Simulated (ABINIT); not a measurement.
A self-consistent single point of Li2Si (R-3m, 6 atoms in the cell) with ABINIT.

Method: PBEsol, norm-conserving pseudopotentials (PseudoDojo nc-sr-04 PBEsol standard) (plane waves; ABINIT).

The change in words: lattice scaled by 0.98. Reference geometry:
```xyz
6
Lattice="2.1710 1.2534 6.1324 -2.1710 1.2534 6.1324 0.0000 -2.5068 6.1324" Properties=species:S:1:pos:R:3 pbc="T T T"
Li     0.0000     0.0000     6.6047
Li     0.0000     0.0000    11.7926
Li     0.0000     0.0000    14.6251
Li     0.0000     0.0000     3.7722
Si     0.0000     0.0000     1.1309
Si     0.0000     0.0000    17.2664
```

Reference input (self-consistent single point, DFT, PBEsol, plane waves, norm-conserving pseudopotentials (PseudoDojo nc-sr-04 PBEsol standard)): pseudos = [Li.upf, Si.upf]; ecut = 74 Ry; occopt = 3; tsmear = 0.1 eV; ngkpt = 9 9 9; nshiftk = 1; shiftk = 0 0 0; potentials = PseudoDojo nc-sr-04 PBEsol standard; nband = 15; kptopt = 1; nstep = 100; tolvrs = 1e-12. This run's input differs from it in these lines:

```diff
@@ -5,5 +5,5 @@
 rprim
-         4.1025385384    2.3686017295   11.5886131784
-        -4.1025385384    2.3686017295   11.5886131784
-        -0.0000000000   -4.7372034590   11.5886131784
+         4.0204884729    2.3212301021   11.3568401590
+        -4.0204884729    2.3212301021   11.3568401590
+         0.0000000000   -4.6424602042   11.3568401590
 natom 6
@@ -13,8 +13,8 @@
 xcart
-         0.0000000000   -0.0000000000   12.4810406907
-         0.0000000000   -0.0000000000   22.2847988446
-         0.0000000000   -0.0000000000   27.6373474995
-         0.0000000000   -0.0000000000    7.1284920358
-         0.0000000000   -0.0000000000    2.1370561562
-         0.0000000000   -0.0000000000   32.6287833791
+        -0.0000000000    0.0000000000   12.2314190628
+        -0.0000000000    0.0000000000   21.8391014142
+        -0.0000000000    0.0000000000   27.0845987468
+        -0.0000000000    0.0000000000    6.9859217302
+        -0.0000000000    0.0000000000    2.0943148937
+        -0.0000000000    0.0000000000   31.9762055832
 ecut 74 Ry
```

Output (repeated stretches shortened):

```
--- !BeginCycle
solver: {iscf: 7, nstep: 100, nline: 4, wfoptalg: 0, }
tolerances: {tolvrs: 1.00E-12, }
...

     iter   Etot(hartree)      deltaE(h)  residm     vres2
 ETOT  1  -37.076036214450    -3.708E+01 7.787E-02 1.390E+03
 ETOT  2  -37.127686826393    -5.165E-02 4.458E-02 2.302E+01
 ETOT  3  -37.128134408415    -4.476E-04 4.998E-03 7.494E+00
 ETOT  4  -37.128247690312    -1.133E-04 7.508E-04 5.371E-02
 ETOT  5  -37.128248625928    -9.356E-07 6.168E-04 4.743E-03
   [... 2 lines left out ...]
 ETOT  8  -37.128248699669    -4.047E-11 3.696E-04 6.176E-08
 ETOT  9  -37.128248699670    -1.293E-12 1.363E-04 1.514E-09
 ETOT 10  -37.128248699670     1.279E-13 1.877E-04 1.420E-11
 ETOT 11  -37.128248699671    -1.116E-12 5.161E-05 1.603E-13
 At SCF step   11       vres2   =  1.60E-13 < tolvrs=  1.00E-12 =>converged.

 Cartesian components of stress tensor (hartree/bohr^3)
  sigma(1 1)= -5.40625326E-05  sigma(3 2)=  0.00000000E+00
  sigma(2 2)= -5.40625326E-05  sigma(3 1)=  0.00000000E+00
  sigma(3 3)= -1.07610407E-04  sigma(2 1)=  0.00000000E+00

 ----iterations are completed or convergence reached----

 reduced coordinates (array xred) for    6 atoms
       0.359002999998      0.359002999998      0.359002999998
       0.640996999999      0.640996999999      0.640996999999
       0.794956999998      0.794956999998      0.794956999998
       0.205043000000      0.205043000000      0.205043000000
       0.061469999999      0.061469999999      0.061469999999
       0.938529999998      0.938529999998      0.938529999998
 cartesian forces (eV/Angstrom) at end:
   [... lines left out ...]
 Fermi (or HOMO) energy (hartree) =   0.10088   Average Vxc (hartree)=  -0.31536
   [... lines left out ...]
total_energy        : -3.71282486996711E+01
total_energy_eV     : -1.01031102741630E+03
band_energy         : -1.29970102685200E+01
...

-Cartesian components of stress tensor (GPa)         [Pressure=  2.1157E+00 GPa]
- sigma(1 1)= -1.59057436E+00  sigma(3 2)=  0.00000000E+00
- sigma(2 2)= -1.59057436E+00  sigma(3 1)=  0.00000000E+00
- sigma(3 3)= -3.16600694E+00  sigma(2 1)=  0.00000000E+00

 Calculation completed.
```

The run converged in 11 iterations. Against the reference run the free energy goes up by 4.8 meV/atom, the pressure goes from -0.46 to 2.12 GPa and the largest force goes from 0.147 to 0.585 eV/Å.

The starting cell comes from a database of computed structures (which also holds hypothetical and non-ambient phases and stackings), without a prior relaxation at this level. For this run, on top of that: lattice scaled by 0.98.

Cost on one core of a shared machine: roughly 5 min.
